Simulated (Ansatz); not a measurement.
# Variants of one calculation on Cs2TiI6O18 (R-3, 27 atoms in the cell)

```
CELL_PARAMETERS angstrom
      5.85965     3.38307     3.89549
     -5.85965     3.38307     3.89549
      0.00000    -6.76614     3.89549
ATOMIC_POSITIONS crystal
  Cs 0.16267 0.16267 0.16267
  Cs 0.83733 0.83733 0.83733
  Ti 0.50000 0.50000 0.50000
  I  0.70191 0.13311 0.34504
  I  0.34504 0.70191 0.13311
  I  0.13311 0.34504 0.70191
  I  0.29809 0.86689 0.65496
  I  0.65496 0.29809 0.86689
  I  0.86689 0.65496 0.29809
  O  0.54560 0.29457 0.35240
  O  0.35240 0.54560 0.29457
  O  0.29457 0.35240 0.54560
  O  0.45440 0.70543 0.64760
  O  0.64760 0.45440 0.70543
  O  0.70543 0.64760 0.45440
  O  0.89710 0.29147 0.39880
  O  0.39880 0.89710 0.29147
  O  0.29147 0.39880 0.89710
  O  0.10290 0.70853 0.60120
  O  0.60120 0.10290 0.70853
  O  0.70853 0.60120 0.10290
  O  0.68570 0.09407 0.11190
  O  0.11190 0.68570 0.09407
  O  0.09407 0.11190 0.68570
  O  0.31430 0.90593 0.88810
  O  0.88810 0.31430 0.90593
  O  0.90593 0.88810 0.31430
```

Base run A: Ansatz (a first-principles code) with r2SCAN, default PAW files made with PBE, self-consistent single point.

Its settings: basis.ecutwfc = 500 eV; kpoints.mp_grid.grid = 3 3 3; hamiltonian.xc = r2scan; hamiltonian.pseudopotentials = {kind: paw} (the program's default PAW files); scf.occupations.method = fermi_dirac; scf.occupations.width = 0.05 eV.

The starting cell comes from a database of published, mostly measured structures (it also holds non-ambient and calculated ones), without a prior relaxation at this level. Its lattice was rescaled by a random factor within 2.5 % of one. Spin-orbit coupling is off. Ansatz's pressure includes its estimate of the finite-basis (Pulay) stress.

ΔF is the free energy per atom less that of run A. A dash stands where there is no value to compare (another energy zero or no entropy term, no result, no spin, no clean gap, or a mesh too coarse for one). Absolute energies have different zeros for different potentials, functionals, Hubbard and dispersion terms and are not compared across them.

Runs:
- B: hamiltonian.dispersion: default → d3bjatm [r2SCAN-D3BJ-ATM]
- C: crystal.symmetry.detect: default → false
- D: scf.mixing.algorithm: default (the program chose MSR1) → anderson; scf.mixing.beta: default → 0.02
- E: scf.mixing.preconditioner: default (the program chose Resta) → ldos

```
run  ΔF (meV/atom)  pressure (GPa)  largest force (eV/Å)  gap on the mesh (eV)  k-points
---  -------------  --------------  --------------------  --------------------  --------
A             0.00            0.32                 0.188                 3.099         6
B                –           -0.27                 0.188                 3.099         6
C             0.00            0.32                 0.188                 3.099        14
D             0.00            0.32                 0.188                 3.099         6
E             0.00            0.32                 0.188                 3.099         6
```

Run B against A: The pressure goes from 0.32 to -0.27 GPa, the largest force stays at 0.188 eV/Å and the gap on the mesh stays at 3.099 eV.

Run D against A: The free energy is nearly the same (within 1 meV/atom), the pressure stays at 0.32 GPa, the largest force stays at 0.188 eV/Å and the gap on the mesh stays at 3.099 eV.

Keys are those of Ansatz 0.2.
